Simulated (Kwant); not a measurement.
Model system: zigzag graphene ribbon with Kane-Mele spin-orbit coupling. 18 zigzag chains, bond 0.142 nm, hopping 2.7 eV, scattering region 14 nm long; sites with one neighbour are removed; energy swept from -1.59 to 1.59 eV from the neutrality point. Second-neighbour term iλ/(3√3) ν σz with λ = 0.66 eV, Rashba hopping 0 eV, exchange ±0 eV σz in the scattering region alone; these strengths are model values, not the material's.

The device is made up for the run: typed textbook-type constants, with dimensions and the other settings drawn at random.

Model: nearest-neighbour tight-binding model of a honeycomb sheet with an imaginary second-neighbour term, both spins, coherent transport at 0 K (Kwant). Conductance is in e²/h.

### Question
Is the sheet in its topological phase, how wide is its bulk gap, and what conductance is due inside it?

### Answer
At the two valleys the masses are λ ± Δ = 0.660 and 0.660 eV; the bulk gap is 2|λ − Δ| = 1.32 eV. λ > Δ, so the phase is topological, with edge channels that give G = 2. Simulated at 0.265 eV: 2.00 e²/h.
